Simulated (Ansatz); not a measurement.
**Phonon-limited transport in Zr$_{2}$AlC (P6_3/mmc)**

Given:

```xyz
8
Lattice="3.2899 0.0000 0.0000 -1.6449 2.8491 0.0000 0.0000 0.0000 14.5137" Properties=species:S:1:pos:R:3 pbc="T T T"
Zr     0.0000     1.8994     1.2536
Zr     1.6449     0.9497    13.2600
Zr     1.6449     0.9497     8.5105
Zr     0.0000     1.8994     6.0032
Al     0.0000     1.8994    10.8853
Al     1.6449     0.9497     3.6284
C      0.0000     0.0000     0.0000
C      0.0000     0.0000     7.2568
```

The numbers are results of PBEsol, DFPT electron-phonon coupling, linearised Boltzmann equation (plane waves, PAW, scalar-relativistic; Ansatz, an electronic-structure program), not measurements. Cell: relaxed with this functional, without spin-orbit coupling.

- resistivity at 300 K: 14.7 (x), 14.7 (y), 65 (z) μΩ·cm
- resistivity at 77 K: 1.25 (x), 1.25 (y), 6.9 (z) μΩ·cm
- density of states at the Fermi level: 1.23 states/(eV·spin·cell)

A metal at this level (no band gap). Only scattering by harmonic phonons is included (no impurities, grain boundaries, electron-electron scattering or thermal expansion). Spin-orbit coupling is left out. Halving the electron mesh (28x28x8) moves the resistivity by up to 15 % at 300 K. Smearing 0.20 eV; phonons on a 5x5x1 q mesh, which this run doesn't test and which matters most at low temperature.

Computed structure with no diffraction record at hand here (it may be known, metastable or hypothetical): Zr2AlC (P6_3/mmc).
